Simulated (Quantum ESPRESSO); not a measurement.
Band structure of Ge₂Mo (Pnma, 12 atoms in the cell).

```
Ge2Mo
1.0
    6.40053     0.00000     0.00000
    0.00000     3.48964     0.00000
    0.00000     0.00000     8.64784
Ge Mo
8 4
Direct
  0.93658   0.25000   0.36857
  0.06342   0.75000   0.63143
  0.56342   0.75000   0.86857
  0.43658   0.25000   0.13143
  0.63528   0.75000   0.45964
  0.36472   0.25000   0.54036
  0.86472   0.25000   0.95964
  0.13528   0.75000   0.04036
  0.25011   0.25000   0.82907
  0.74989   0.75000   0.17093
  0.24989   0.75000   0.32907
  0.75011   0.25000   0.67093
```

Method: PBEsol, PSlibrary PAW (PBE) pseudopotentials (plane waves; Quantum ESPRESSO).

Settings: ecutwfc = 55 Ry; ecutrho = 330 Ry; occupations = smearing; smearing = marzari-vanderbilt; degauss = 0.0147 Ry; input_dft = pbesol; potentials = {Ge: Ge.pbe-n-kjpaw_psl.1.0.0.UPF, Mo: Mo.pbe-spn-kjpaw_psl.1.0.0.UPF}; K_POINTS = automatic 4 7 3 0 0 0; nbnd = 56; conv_thr = 1e-09 Ry; mixing_beta = 0.3.

The starting cell comes from a database of computed structures (which also holds hypothetical and non-ambient phases and stackings), without a prior relaxation at this level. Its lattice was rescaled by a random factor within 2.5 % of one. Spin polarisation is off.

Levels in eV from the Fermi level, bands 41 to 48:
| point | 41 | 42 | 43 | 44 | 45 | 46 | 47 | 48 |
|---|---|---|---|---|---|---|---|---|
| Γ | -0.72 | -0.57 | -0.44 | -0.32 | -0.10 | 0.26 | 0.64 | 1.06 |
| X | -1.54 | -1.54 | -1.17 | -1.17 | 1.13 | 1.14 | 1.15 | 1.15 |
| S | -1.48 | -1.48 | -1.48 | -1.48 | 1.25 | 1.25 | 1.25 | 1.25 |
| Y | -0.66 | -0.66 | -0.30 | -0.30 | 0.67 | 0.67 | 1.49 | 1.49 |
| Z | -0.88 | -0.88 | 0.08 | 0.08 | 0.50 | 0.50 | 1.46 | 1.46 |
| U | -1.17 | -1.17 | -1.05 | -1.05 | 0.96 | 0.96 | 1.41 | 1.41 |
| R | -1.22 | -1.22 | -1.22 | -1.22 | 1.45 | 1.45 | 1.45 | 1.45 |
| T | -0.60 | -0.60 | -0.39 | -0.39 | 0.99 | 0.99 | 1.14 | 1.14 |

Bands cross the Fermi level along this path, so the cell is metallic at this level.
